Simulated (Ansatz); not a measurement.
The starting structures come from a database of crystals and need not be the phases stable at ambient conditions.

Tunnelling through a barrier is set by its complex band structure: the current falls as exp(−2κd) with the smallest κ.

Consider the following.

```
Li2H2O5S
1.0
    7.41060     0.00000     0.00000
    1.82389     8.06601     0.00000
    3.24523    -0.73381     3.60265
Li H S O
4 4 2 10
Direct
  0.56030   0.60510   0.45030
  0.43970   0.39490   0.07090
  0.69670   0.99320   0.80430
  0.30330   0.00680   0.69770
  0.99510   0.44040   0.37140
  0.00490   0.55960   0.86160
  0.03030   0.30950   0.58420
  0.96970   0.69050   0.14480
  0.29330   0.79150   0.20410
  0.70670   0.20850   0.29070
  0.43520   0.62160   0.95220
  0.56480   0.37840   0.32260
  0.91290   0.59820   0.12410
  0.08710   0.40180   0.44990
  0.60100   0.07800   0.27510
  0.39900   0.92200   0.97710
  0.32690   0.79030   0.47280
  0.67310   0.20970   0.62660
  0.02360   0.82860   0.40110
  0.97640   0.17140   0.94830
```

Space group of this cell: P2_1. The cell is taken as given; by r2SCAN its mean pressure is -3.7 GPa.

Transport runs along the normal of the first two printed cell vectors.

No gap correction and no spin-orbit coupling; mid-gap values are interpolated between computed energies.

Task: Estimate the band gap and the smallest decay constant κ at mid-gap that r2SCAN run with Ansatz (an electronic-structure program) returns for this system.

Result: Gap 6.20 eV on a 8×4×8 mesh; κ = 0.548 1/Å, at the zone centre.
